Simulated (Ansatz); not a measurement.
The starting structures come from a database of crystals and need not be the phases stable at ambient conditions.

 Where the default PAW files enter, the runs use the earlier of Ansatz's two default sets.

Given:

```
O2Si
1.0
    4.11412     0.00000     0.00000
    0.00000     5.08125     0.00000
    0.00000     0.00000     4.52716
Si O
4 8
Direct
  0.50000   0.65231   0.75000
  0.50000   0.34769   0.25000
  0.00000   0.84769   0.25000
  0.00000   0.15231   0.75000
  0.73090   0.38242   0.57997
  0.26910   0.61758   0.42003
  0.76910   0.11758   0.07997
  0.23090   0.88242   0.92003
  0.23090   0.11758   0.42003
  0.76910   0.88242   0.57997
  0.26910   0.38242   0.92003
  0.73090   0.61758   0.07997
```

Space group of this cell: Pbcn. The cell is taken as given; by r2SCAN its mean pressure is -9.8 GPa.

Level of theory: r2SCAN (plane waves, PAW; Ansatz, a first-principles code).

The current runs along the normal of the first two printed vectors; no spin-orbit coupling. Scaled by the factor s: all lengths (ions clamped). Meshes 8×6×8 and 8×6 across the current in all rows.

```
s     mean pressure (GPa)  slowest mid-gap decay constant κ (1/Å)
----  -------------------  --------------------------------------
0.98                 11.1                                       ?
1.00                 -9.8                                   0.399
1.02                -25.6                                   0.356
```

### Question
Take the slope of the slowest mid-gap decay constant κ against ln s from the two given rows, extrapolate to s = 0.98, and say what the run there gives.

### Answer
Slope = (0.356 − 0.399) / ln 1.02 = -2.17 1/Å. The line gives 0.399 + (-2.17) × ln 0.98 = 0.443 1/Å. The run gives 0.442 1/Å, 0.001 1/Å under the line, 2 % of the predicted step.
